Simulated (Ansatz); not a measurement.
# Hypothetical P6_3/mmc SnS2: pressure series

The reference is SnS$_{2}$ in the 2H-MoS2 type structure (space group P6_3/mmc, No. 194; a hypothetical phase, not in the database extracts checked; layered, stacked along the Cartesian z axis).

```xyz
6
Lattice="3.5888 0.0000 0.0000 -1.7944 3.1080 0.0000 0.0000 0.0000 11.8889" Properties=species:S:1:pos:R:3 pbc="T T T"
Sn     0.0000     2.0720     2.9722
Sn     1.7944     1.0360     8.9167
S      0.0000     2.0720     7.3038
S      1.7944     1.0360     1.3594
S      1.7944     1.0360     4.5851
S      0.0000     2.0720    10.5295
```

Cell and atoms are relaxed at each pressure.

Level of theory: PBE-D3(BJ), PAW, 420 eV (Ansatz, an electronic-structure program; no SOC).

```tsv
case	c/a ratio	band gap	volume per atom
base	3.313	zero	22.10 Å³
pressure −1 GPa	3.438	0.14 eV	23.16 Å³
pressure 0.9 GPa	3.232	zero	21.44 Å³
pressure 2.1 GPa	3.180	zero	20.87 Å³
pressure 4.5 GPa	3.119	zero	20.03 Å³
pressure 9 GPa	3.081	zero	18.97 Å³
pressure 15 GPa	3.067	zero	17.95 Å³
pressure 22.5 GPa	3.065	zero	16.97 Å³
pressure 30 GPa	…	zero	…
```

Question: Complete the table.

Answer: 
- pressure 30 GPa, c/a ratio: 3.076
- pressure 30 GPa, volume per atom: 16.17 Å³

Load acts through the strain it causes; cell and atoms are relaxed under it. Stability against distortions was not tested. No other phases were tried under pressure. The final runs are not spin-polarised. The zero or small gap of SnS2 can change with the level of theory.
